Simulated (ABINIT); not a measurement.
## Pressure against volume in rutile-structure ZnF2 (space group 136) (ABINIT, PBE)

```
CELL_PARAMETERS angstrom
      4.61643     0.00000     0.00000
      0.00000     4.61643     0.00000
      0.00000     0.00000     3.07435
ATOMIC_POSITIONS crystal
  Zn 0.00000 0.00000 0.00000
  Zn 0.50000 0.50000 0.50000
  F  0.30300 0.30300 0.00000
  F  0.80300 0.19700 0.50000
  F  0.19700 0.80300 0.50000
  F  0.69700 0.69700 0.00000
```

Computed with PBE, norm-conserving pseudopotentials (PseudoDojo nc-sr-05 PBE standard) (plane waves; ABINIT 10.0.3). Settings: pseudos = [Zn.upf, F.upf]; ecut = 110 Ry; ixc = 11; occopt = 3; tsmear = 0.01 eV; ngkpt = 5 5 7; nshiftk = 1; shiftk = 0 0 0; potentials = PseudoDojo nc-sr-05 PBE standard; nband = 43; kptopt = 1; nstep = 50; tolvrs = 1e-11. The cell above is the first row's. The rows scale it uniformly. In all rows fractional positions and the k mesh are held.

| V (Å^3/atom) | P (GPa) |
|---|---|
| 10.920 | ? |
| 11.157 | 10.15 |
| 11.395 | 7.17 |
| 11.632 | 4.50 |
| 11.869 | 2.11 |
| 12.107 | -0.03 |
| 12.344 | -1.95 |
| 12.581 | -3.67 |
| 12.819 | -5.21 |

### Question
Fit P against V with a cubic, and predict the withheld value at V = 10.920.

### Answer
With u = V - 12.0, the rows have u = -0.8430, -0.6050, -0.3680, -0.1310, 0.1070, 0.3440, 0.5810, 0.8190. Least squares gives P = 0.900 - 8.9718·u + 2.1038·u² - 0.3195·u³. Residuals (row less fit): 0.000, 0.001, -0.002, -0.002, 0.006, 0.000, -0.005, 0.002; standard error 0.004 (degrees of freedom: 4). The fitted pressure is zero at V0 = 12.10, where dP/dV = -8.550, so B0 = -V0·dP/dV = 103 GPa. At the withheld row, u = -1.0800, so P = 0.900 - 8.9718 × (-1.0800) + 2.1038 × (-1.0800)² - 0.3195 × (-1.0800)³ = 13.446 GPa. The calculation gives 13.48 GPa, 0.034 GPa above the prediction (0.2 % of the range of P in the table). The row lies outside the fitted rows, so this is an extrapolation. From the scatter of the fitted rows alone, a prediction at this place has a standard error of 0.012 GPa, so the miss is 2.8 times that.

Carrying the step between the two nearest rows on in a straight line would have given 13.12, off by 0.36; series whose last step already gives the withheld value aren't shown. The scan was laid around a cell of about the measured size, scaled by a guess for this functional; axis ratios and inner coordinates come from that cell. The runs keep the symmetry of the cell, so they don't test it for distortions. The shape of the cell and the inner coordinates aren't relaxed, so V0 and B0 belong to this uniform scaling; a relaxed crystal lies no higher in energy and is usually softer (forces reach 0.13 eV/Å in these rows). Cutoffs and mesh are single choices, not tested for convergence of this quantity. Series with a scatter that would blur these digits, or in which a gap closes, are not shown.
